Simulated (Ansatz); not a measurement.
The starting structures come from a database of crystals and need not be the phases stable at ambient conditions.

Inside the gap of an insulator the Bloch states are evanescent, with a wavenumber k + iκ along the transport direction.

```
HfK2F6
1.0
    6.53918     0.00000     0.00000
    0.05469     6.83079     0.00000
   -3.25363    -0.07866     5.65330
K Hf F
4 2 12
Direct
  0.68840   0.99813   0.32443
  0.31160   0.00187   0.67557
  0.68840   0.50187   0.36397
  0.31160   0.49813   0.63603
  0.09776   0.75000   0.04888
  0.90224   0.25000   0.95112
  0.80196   0.95386   0.93166
  0.19804   0.04614   0.06834
  0.80196   0.54614   0.87030
  0.19804   0.45386   0.12970
  0.61096   0.22568   0.61539
  0.38904   0.77432   0.38461
  0.61096   0.27432   0.99557
  0.38904   0.72568   0.00443
  0.97460   0.77731   0.69679
  0.02540   0.22269   0.30321
  0.97460   0.72269   0.27781
  0.02540   0.27731   0.72219
```

Space group of this cell: C2/c. The cell is taken as given; by PBEsol its mean pressure is 1.4 GPa.

Transport runs along the normal of the first two printed cell vectors.

No gap correction and no spin-orbit coupling; mid-gap values are interpolated between computed energies.

Question: Give the band gap and the smallest decay constant κ at mid-gap that Ansatz (an electronic-structure program) with PBEsol yields.

Answer: Gap 6.58 eV on a 6×6×6 mesh; κ = 0.556 1/Å, at the zone centre.
